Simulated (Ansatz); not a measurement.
The reference is CdS in the zinc blende structure (space group F-43m, No. 216; a = 5.824 Å).

Levels (all Ansatz, an electronic-structure program, PAW): PBEsol (420 eV, no SOC); HSE06 (420 eV, no spin-orbit coupling).

Its gap is 1.01 eV with PBEsol and 2.17 eV with HSE06.

Perturbation: Zn takes the place of Cd on all its sites, then cell and atoms are relaxed.

With PBEsol the gap becomes 2.09 eV.

Q: If the HSE06 correction stayed the same, what would the HSE06 gap be, and what does the HSE06 run give?

A: A rigid correction of +1.16 eV gives 3.25 eV. The HSE06 run gives 3.46 eV, so the correction itself changes by +0.21 eV.

Single points use the geometry relaxed with PBEsol. Whether these cells are dynamically stable was not tested.
